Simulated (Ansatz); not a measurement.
## Hypothetical diamond Se: pressure series

Take Se in the diamond structure (space group Fd-3m, No. 227; a = 6.2227 Å; a hypothetical phase, not in the database extracts checked) as the base.

Cell and atoms are relaxed at each pressure.

The values are results of PBEsol/PAW in Ansatz (a first-principles code), spin-orbit coupling left out, not measurements.

Notes on the quantities. enthalpy: H = E + PV relative to the base's energy.

| case | enthalpy | shortest interatomic distance |
|---|---|---|
| base | – | 2.695 Å |
| pressure −2 GPa | -0.39 eV/atom | 2.741 Å |
| pressure −1 GPa | -0.19 eV/atom | 2.716 Å |
| pressure 0.3 GPa | +0.06 eV/atom | 2.688 Å |
| pressure 0.7 GPa | +0.13 eV/atom | 2.681 Å |
| pressure 1.5 GPa | +0.28 eV/atom | 2.666 Å |
| pressure 3 GPa | +0.55 eV/atom | 2.641 Å |
| pressure 5 GPa | +0.89 eV/atom | 2.611 Å |
| pressure 7.5 GPa | +1.31 eV/atom | 2.579 Å |
| pressure 10 GPa | +1.72 eV/atom | 2.551 Å |

Load acts through the strain it causes; cell and atoms are relaxed under it. Stability against distortions was not tested. No other phases were tried under pressure.
